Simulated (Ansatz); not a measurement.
**Hypothetical R3c SnTeO3, pressure series**

Start from SnTeO₃ (space group R3c, No. 161; a = 6.531 Å, c = 14.222 Å (hexagonal axes); a hypothetical phase, not in the database extracts checked).

Cell and atoms are relaxed at each pressure.

All numbers come from PBE, PAW, 420 eV (Ansatz, an electronic-structure program; without spin-orbit coupling).

```csv
variant,band gap,volume per atom,width of the top valence band
base,2.45 eV,17.51 Å³,0.39 eV
pressure 0.3 GPa,2.41 eV,17.25 Å³,0.41 eV
pressure 0.7 GPa,2.38 eV,16.93 Å³,0.44 eV
pressure 1.5 GPa,2.32 eV,16.43 Å³,0.48 eV
pressure 3 GPa,2.24 eV,15.78 Å³,[?]
pressure 5 GPa,2.16 eV,15.16 Å³,0.56 eV
pressure 7.5 GPa,2.08 eV,14.59 Å³,0.59 eV
pressure 10 GPa,2.01 eV,14.14 Å³,[?]
```

Fill in the withheld entries from the trend.


- pressure 3 GPa, width of the top valence band: 0.53 eV
- pressure 10 GPa, width of the top valence band: 0.61 eV

Spin-orbit coupling, missing from the scalar runs, can matter with Te. Load acts through the strain it causes; cell and atoms are relaxed under it. No phonon test of stability was made. No other phases were tried under pressure.
